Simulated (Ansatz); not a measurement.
**BeTe: biaxial strain +0.42 %, plane normal [111], relaxed out of plane**

Take BeTe in the zinc blende structure (space group F-43m, No. 216; a = 5.5542 Å) as the base. Axes: x, y, z lie along the cube axes.

One thing is altered: tensile biaxial strain of 0.42 % in the plane normal to [111], as in epitaxy on a mismatched substrate; the out-of-plane cell vector and the atoms relax.

Level of theory: LDA in Ansatz (plane waves to 420 eV, PAW, spin-orbit coupling left out). Settings: 10×10×10 k-points, 0.05 eV Fermi–Dirac smearing.

- Volume per atom = 21.56 Å³ (base 21.42 Å³)
- Space group = R3m (No. 160) (base F-43m (No. 216))
- Shortest interatomic distance = 2.406 Å (base 2.405 Å)
- Energy relative to the base (free energy F) = +0.3 meV/atom
- Pressure (mean of the normal stresses, compression positive) = -4.2 kbar (base 0.1 kbar)
- Band gap = 1.77 eV (base 1.79 eV)
- Gap character = indirect, Γ → F
- Hole mass = 0.12 mₑ out of plane, 0.76 mₑ in plane (at Γ)
- Valence-band top at Γ (three highest levels, from the VBM) = 0.00, -0.05, -0.05 eV (base 0.00, 0.00, 0.00 eV)
- Valley order (the lowest conduction-band minima on the path, energy above the VBM, named in the base's zone) = X along [001] 1.77 eV; L along [111] 3.08 eV; L along [1-1-1] 3.14 eV (base X along ⟨100⟩ 1.79 eV; L along ⟨111⟩ 3.18 eV)
- Out-of-plane strain = -0.16 %
- Mean in-plane stress (compression positive) = -0.6 GPa

Final structure (turned so that z lies along the plane normal):

```xyz
2
Lattice="3.9439 0.0000 0.0000 1.9720 3.4156 0.0000 1.9720 -1.1385 3.2015" Properties=species:S:1:pos:R:3 pbc="T T T"
Be     0.0000     0.0000    -0.0024
Te     3.9439     0.0000     2.4035
```

Spin-orbit coupling, missing from the scalar runs, can matter with Te. Masses are band curvatures over ±0.01 Å⁻¹ around the edge. Stability against distortions was not tested. Labels are those of the standard path for the cell's own space group.

Ansatz is a quantum-chemistry and plane-wave program.
